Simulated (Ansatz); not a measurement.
# A computed series for PbS: response to strain

Start from PbS in the rock salt structure (space group Fm-3m, No. 225; a = 5.975 Å).

Strains are applied to the cell and any free atomic positions relax.

All numbers come from r2SCAN, PAW, 500 eV (Ansatz, a program for electronic structure; without spin-orbit coupling), earlier PAW set.

Notes on the quantities. energy relative to the base: free energy F.

| isotropic strain (%) | energy relative to the base (meV/atom) |
|---|---|
| -3.44 | 57.5 |
| -2.09 | 20.3 |
| 0 | 0.0 |
| 0.76 | ? |
| 0.79 | 2.6 |
| 1.77 | 12.8 |

Question: Fit ΔE = Aε² + Bε³ (ε in %) to the rows shown and predict the withheld row.

Answer: Least squares on the printed values gives A = 4.34 and B = -0.15 meV/atom (largest residual 0.0 meV/atom); this predicts 2.4 meV/atom, and the run gives 2.4 meV/atom, in agreement.

Whether these cells are dynamically stable was not tested.
